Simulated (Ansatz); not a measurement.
For rock-salt LuN, PBEsol+SOC (plane waves, PAW; Ansatz, a first-principles code) gives:

| Quantity | Result |
|---|---|
| lattice constant a | 4.696 Å |
| bulk modulus B0 | 184 GPa |
| band gap at the measured cell | 0.00 eV |

**Question.** What does PBE0 in Ansatz (PAW) give for the same quantities?

**Answer.** 
- lattice constant a: 4.758 Å (rises by 1.3 %)
- bulk modulus: 185 GPa (hardly moves)
- band gap at the measured cell: 1.53 eV (increases by 1.53 eV)

Changes are worked out from the printed values.

Unless a cell is named, each level is at its own relaxed cell (PBEsol+SOC 12.94, PBE0 13.46 Å³/atom).

Levels without +SOC leave out spin–orbit coupling, which shifts energies and cells of such heavy elements.

Spin–orbit coupling is included only where a level's name says +SOC; with heavier elements it mostly lowers gaps and can invert bands. A gap of zero means that the bands touch or overlap. Density-functional gaps are differences of (generalised) Kohn–Sham levels.

Ansatz's density-functional and Hartree–Fock values are scalar-relativistic unless marked +SOC, with PAW data made under PBE.
